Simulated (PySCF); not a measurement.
PySCF 2.14.0, TPSSH/def2-svp, df: CN(C)[SiH2][SiH2][SiH2]Cl, 19 atoms. The geometry is a generated start, not checked to be a minimum at this level.

```yaml
task: energy
method: tpssh
basis: def2-svp
two_electron_scheme: density fitting
mol.max_memory: 3000 MB
mf.max_cycle: 100
mf.conv_tol: 1e-09 (default)
mf.grids.level: 3 (default)
basis_functions: 174
grid_points: 236256
```

```xyz
19

Si     3.7381     0.4047     0.2023
Cl     4.1997    -1.5757     0.3037
Si     1.5880     0.6284    -0.6203
Si     0.0130    -0.5882     0.5725
N     -1.5536    -0.3053    -0.0829
C     -2.0274     1.0182    -0.3914
C     -2.6409    -1.2271     0.1298
H      3.9152     0.9024     1.5719
H      4.8289     1.0093    -0.5667
H      1.5836     0.2966    -2.0555
H      1.3273     2.0827    -0.6296
H      0.1748    -2.0400     0.4431
H      0.1124    -0.2949     2.0234
H     -1.1896     1.6821    -0.5893
H     -2.6641     0.9864    -1.2789
H     -2.6163     1.4383     0.4308
H     -2.2504    -2.2317     0.2803
H     -3.2446    -0.9524     1.0042
H     -3.2941    -1.2339    -0.7473
```

With the defaults (mf.DIIS = CDIIS, mf.diis = true, mf.init_guess = minao, mf.diis_damp = 0, mf.diis_space = 8, mf.level_shift = 0) it converges in 12 Fock builds. One run each on 2 threads, 1 BLAS thread, with these changes:
- mf.diis_damp = 0.3
- mf.diis_space = 5
- mf.level_shift = 1 Hartree
- mf.DIIS = EDIIS
- mf.diis_space = 3
- mf.DIIS = ADIIS
- mf.init_guess = atom
- mf.init_guess = huckel
- mf.diis = false

Which of these changes keep the SCF from converging, or lead it to another solution?

No convergence: mf.DIIS = EDIIS; mf.diis = false (the run ends without SCF convergence in 100 cycles). The rest reach the solution of the defaults.

| setting | Fock builds | end |
|---|---|---|
| mf.diis_damp = 0.3 | 11 | same solution |
| the defaults | 12 | same solution |
| mf.diis_space = 5 | 12 | same solution |
| mf.init_guess = huckel | 13 | same solution |
| mf.init_guess = atom | 13 | same solution |
| mf.diis_space = 3 | 16 | same solution |
| mf.DIIS = ADIIS | 17 | same solution |
| mf.level_shift = 1 Hartree | 38 | same solution |
| mf.DIIS = EDIIS | 101 | no convergence |
| mf.diis = false | 101 | no convergence |
